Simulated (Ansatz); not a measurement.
System: Si (Cmcm, No. 63, 12 atoms in the cell; start mp-1095269; another form than the element's usual one). Method: r²SCAN+rVV10 (Ansatz, an electronic-structure program, plane waves, PAW).

Run with plane-wave cutoff 560 eV, 10×10×4 k mesh (along the axes of the cell as run), Fermi–Dirac smearing 0.01 eV, scalar-relativistic PAW data made under PBE.

Cell (relaxed at this level):

```cif
data_Si12
_chemical_formula_sum 'Si12'
_space_group_name_H-M_alt 'P 1'
_space_group_IT_number 1
_cell_length_a 5.68592
_cell_length_b 5.68592
_cell_length_c 12.65393
_cell_angle_alpha 90.000
_cell_angle_beta 90.000
_cell_angle_gamma 140.718
loop_
_space_group_symop_operation_xyz
  'x, y, z'
loop_
_atom_site_label
_atom_site_type_symbol
_atom_site_fract_x
_atom_site_fract_y
_atom_site_fract_z
_atom_site_occupancy
Si1 Si 0.75731 0.24269 0.44486 1
Si2 Si 0.24269 0.75731 0.55514 1
Si3 Si 0.24269 0.75731 0.94486 1
Si4 Si 0.75731 0.24269 0.05514 1
Si5 Si 0.42861 0.57139 0.65732 1
Si6 Si 0.57139 0.42861 0.34268 1
Si7 Si 0.57139 0.42861 0.15732 1
Si8 Si 0.42861 0.57139 0.84268 1
Si9 Si 0.97118 0.02882 0.40925 1
Si10 Si 0.02882 0.97118 0.59075 1
Si11 Si 0.02882 0.97118 0.90925 1
Si12 Si 0.97118 0.02882 0.09075 1
```

Task: Give the computed band gap and Γ–Γ gap.

Result: 
- band gap: 0.66 eV (on the SCF k mesh)
- Γ–Γ gap: 1.25 eV

Note: the relaxation could not lower the start's symmetry, so the cell can be a saddle point above a distorted one.

Static lattice: no zero-point or thermal effects.

A start named mp-… is a Materials Project structure, which need not be a measured phase.
